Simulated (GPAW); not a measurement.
**GPAW run on Li (Im-3m, 1 atom in the cell): self-consistent single point**

Method of the run: PBEsol, GPAW PAW datasets PBEsol (made by gpaw-setup) (plane waves; GPAW).

This input was run:

```python
from ase import Atoms
from ase.units import GPa
from gpaw import GPAW

atoms = Atoms(['Li'],
              cell=[[-1.750235, 1.750235, 1.750235],
                    [1.750235, -1.750235, 1.750235],
                    [1.750235, 1.750235, -1.750235]],
              positions=[[0.000000, 0.000000, 0.000000]],
              pbc=True)

calc = GPAW(mode={'name': 'pw', 'ecut': 550},
            xc='PBEsol',
            kpts=(13, 13, 13),
            occupations={'name': 'methfessel-paxton', 'width': 0.1, 'order': 0},
            nbands=-5,
            convergence={'forces': 0.001},
            symmetry={'symmorphic': False, 'tolerance': 0.0005},
            maxiter=150,
            txt='-')

atoms.calc = calc

energy = atoms.get_potential_energy()
print('Energy (eV):', round(energy, 6))
forces = atoms.get_forces()
print('Forces (eV/Ang):')
print(forces.round(5))
stress = atoms.get_stress()
print('Stress (GPa, Voigt):', (stress / GPa).round(4))
```

The program printed (abridged):

```
Input parameters:
  convergence: {forces: 0.001}
  kpts: [13 13 13]
  maxiter: 150
  mode: {ecut: 550,
         name: pw}
  nbands: -5
  occupations: {name: methfessel-paxton,
                order: 0,
                width: 0.1}
  symmetry: {symmorphic: False,
             tolerance: 0.0005}
  xc: PBEsol

species:
  Li:
    name: Lithium
    Z: 3.0
    valence: 1
    core: 2
    charge: 0.0
    file: Li.PBEsol.gz

    # Using partial waves for Li as LCAO basis

Reference energy: -201.035873  # eV

Spin-paired calculation

Convergence criteria:
 Maximum [total energy] change in last 3 cyles: 0.0005 eV / valence electron
 Maximum integral of absolute [dens]ity change: 0.0001 electrons / valence electron
 Maximum integral of absolute [eigenst]ate change: 4e-08 eV^2 / valence electron
 Maximum change in the atomic [forces] across last 2 cycles: 0.001 eV/Ang OR
Maximum error relative to the maximum force is below inf
 Maximum number of scf [iter]ations: 150

Symmetries present (total): 48
Symmetries with fractional translations: 0
2197 k-points: 13 x 13 x 13 Monkhorst-Pack grid
84 k-points in the irreducible part of the Brillouin zone
       k-points in crystal coordinates                weights
   0:     0.00000000    0.00000000    0.00000000          1/2197
   1:     0.07692308    0.00000000    0.00000000         12/2197
   2:     0.07692308    0.07692308   -0.07692308          6/2197
   [... 7 lines left out ...]
          ...
  83:     0.46153846    0.46153846    0.46153846          8/2197

Wave functions: Plane wave expansion
  Cutoff energy: 550.000 eV
  Number of coefficients (min, max): 619, 642
  Pulay-stress correction: 0.000000 eV/Ang^3 (de/decut=0.000000)

Occupation numbers: Methfessel-Paxton:
  width: 0.1000  # eV
  order: 0

Eigensolver

Densities:
  Coarse grid: 18*18*18 grid
  Fine grid: 36*36*36 grid
  Total Charge: 0.000000

Density mixing:
  Method: separate
  Backend: pulay
  Linear mixing parameter: 0.05
  old densities: 5
  Damping of long wavelength oscillations: 50

Hamiltonian:
  XC and Coulomb potentials evaluated on a 36*36*36 grid
  External potential:
    NoExternalPotential

XC parameters: PBEsol with 2 nearest neighbor stencil

Number of atoms: 1
Number of atomic orbitals: 4
Number of bands in calculation: 5
Number of valence electrons: 1
Bands to converge: occupied

Density initialized from atomic densities
  4 bands from LCAO basis set
  1 band from random numbers

Atomic positions and initial magnetic moments

Positions:
   0 Li     0.000000    0.000000    0.000000    ( 0.0000,  0.0000,  0.0000)

Unit cell:
           periodic     x           y           z      points  spacing
  1. axis:    yes   -1.750235    1.750235    1.750235    18     0.1375
  2. axis:    yes    1.750235   -1.750235    1.750235    18     0.1375
  3. axis:    yes    1.750235    1.750235   -1.750235    18     0.1375

  Lengths:   3.031496   3.031496   3.031496
  Angles:  109.471221 109.471221 109.471221

Effective grid spacing dv^(1/3) = 0.1544

     iter     time        total  log10-change:
                         energy   eigst   dens  force
iter:   1 --:--:--    -1.964859
iter:   2 --:--:--    -1.965028   -1.80  -1.25
iter:   3 --:--:--    -2.010760   -1.99  -1.25
iter:   4 --:--:--    -1.963153   -2.72  -1.05
iter:   5 --:--:--    -1.963090   -4.51  -2.14
iter:   6 --:--:--    -1.963059c  -5.29  -2.92
iter:   7 --:--:--    -1.963083c  -5.22  -2.49
iter:   8 --:--:--    -1.963083c  -6.43  -3.54
iter:   9 --:--:--    -1.963083c  -7.61c -3.47
iter:  10 --:--:--    -1.963083c  -6.92  -3.43
iter:  11 --:--:--    -1.963083c  -8.60c -4.97c
iter:  12 --:--:--    -1.963083c  -9.89c -4.91c -25.33c

Converged after 12 iterations.

Dipole moment: (0.000000, -0.000000, 0.000000) |e|*Ang

Energy contributions relative to reference atoms: (reference = -201.035873)

Kinetic:         +1.750044
Potential:       -1.555251
External:        +0.000000
XC:              -2.156784
Entropy (-ST):   -0.002228
Local:           +0.000021
SIC:             +0.000000
--------------------------
Free energy:     -1.964197
Extrapolated:    -1.963083

Showing only first 2 kpts
 Kpt  Band  Eigenvalues  Occupancy
  0     0     -3.28637    2.00000
  0     1     14.31246    0.00000

  1     0     -3.17644    2.00000
  1     1     13.56313    0.00000

Fermi level: 0.26285

No gap
No difference between direct/indirect transitions
Energy (eV): -1.963083

Forces in eV/Ang:
  0 Li   -0.00000   -0.00000   -0.00000

Stress tensor:
     0.004411     0.000000     0.000000
     0.000000     0.004411     0.000000
     0.000000     0.000000     0.004411
Stress (GPa, Voigt): [0.7068 0.7068 0.7068 0.     0.     0.    ]
```

The run converged in 12 iterations. GPAW prints stress with tension positive.

The starting cell has typed, rounded lattice constants, without a prior relaxation at this level. Its lattice was rescaled by up to half a per cent.
